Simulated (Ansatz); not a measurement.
The starting structures come from a database of crystals and need not be the phases stable at ambient conditions.

The decay constant κ of evanescent states in the gap governs leakage through a thin film.

Given:

```xyz
12
Lattice="4.1141 0.0000 0.0000 0.0000 5.0812 0.0000 0.0000 0.0000 4.3913" Properties=species:S:1:pos:R:3 pbc="T T T"
Si     2.0571     3.3146     3.2935
Si     2.0571     1.7667     1.0978
Si     0.0000     4.3073     1.0978
Si     0.0000     0.7739     3.2935
O      3.0070     1.9432     2.5468
O      1.1071     3.1381     1.8445
O      3.1642     0.5975     0.3512
O      0.9500     4.4838     4.0402
O      0.9500     0.5975     1.8445
O      3.1642     4.4838     2.5468
O      1.1071     1.9432     4.0402
O      3.0070     3.1381     0.3512
```

Space group of this cell: Pbcn. The cell is strained (lengths along the current scaled by 0.97, ions clamped); by r2SCAN its mean pressure is 1.0 GPa.

Transport runs along the normal of the first two printed cell vectors.

No gap correction and no spin-orbit coupling; mid-gap values are interpolated between computed energies.

Task: Compute, with r2SCAN in Ansatz (a first-principles code), the band gap and the smallest decay constant κ at mid-gap.

Result: Gap 6.85 eV on a 8×6×8 mesh; κ = 0.426 1/Å, at the zone centre.
